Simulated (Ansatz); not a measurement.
## A computed series for V2O3: pressure series

Base system: V₂O₃ in the corundum structure (space group R-3c, No. 167; a = 4.7745 Å, c = 14.2288 Å (hexagonal axes); ferromagnetic).

Cell and atoms are relaxed at each pressure.

Method: plane-wave PAW DFT at the PBEsol level (Ansatz, a program for electronic structure, 420 eV), no spin-orbit coupling.

| pressure (GPa) | volume per atom (Å³/atom) |
|---|---|
| 0 | 9.363 |
| 0.3 | 9.353 |
| 0.7 | ? |
| 1.5 | 9.308 |
| 3 | 9.254 |
| 5 | 9.185 |

**Question.** Fit the third-order Birch–Murnaghan form P(V) = (3B₀/2)[(V₀/V)^(7/3) − (V₀/V)^(5/3)]·[1 + (3/4)(B₀′ − 4)((V₀/V)^(2/3) − 1)] (squares taken in P) to the rows shown and predict the withheld row.

**Answer.** Least squares on the printed values gives V₀ = 9.364 Å³/atom, B₀ = 248 GPa, B₀′ = 4.5; this predicts 9.337 Å³/atom, and the run gives 9.338 Å³/atom, in agreement.

Other magnetic orders, which the real material may have, were not ruled out. Load acts through the strain it causes; cell and atoms are relaxed under it. No phonon test of stability was made. Competing high-pressure phases were not computed. No Hubbard U is applied, and correlation can decide whether such a compound is a metal. The base started in P-1 and relaxed to R-3c at this level.
